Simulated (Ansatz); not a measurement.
Consider the following.

```
Si
1.0
    0.00000     2.65155     2.65155
    2.65155     0.00000     2.65155
    2.65155     2.65155     0.00000
Si
2
Direct
  0.00000   0.00000   0.00000
  0.25000   0.25000   0.25000
```

No spin polarisation.

The values are results of r2SCAN (Ansatz, an electronic-structure program, PAW, scalar-relativistic without spin-orbit coupling), not measurements. Γ-centred 10×10×10 mesh, Fermi–Dirac width 0.05 eV.

Problem. What is the computed hole mass (degenerate bands, along [100])?

Solution. 0.20, 0.24, 0.24 mₑ (at Γ).

Problem. Estimate the band gap.

Solution. 0.62 eV.

Problem. What is the computed electron mass?

Solution. 0.92 mₑ along k, 0.19 mₑ across (off the special points).

Load acts through the strain it causes; cell and atoms are relaxed under it. Masses are band curvatures over ±0.01 Å⁻¹ around the edge. Along k means along the line from Γ to the band edge. Stability against distortions was not tested. Tetrahedral semiconductors of this kind turn to denser phases somewhere between about 1 and 50 GPa; those were not computed, so compressed cells here can lie past the real transition. The cell was made from Si in the diamond structure (space group Fd-3m, No. 227) by this change: pressure 9 GPa.
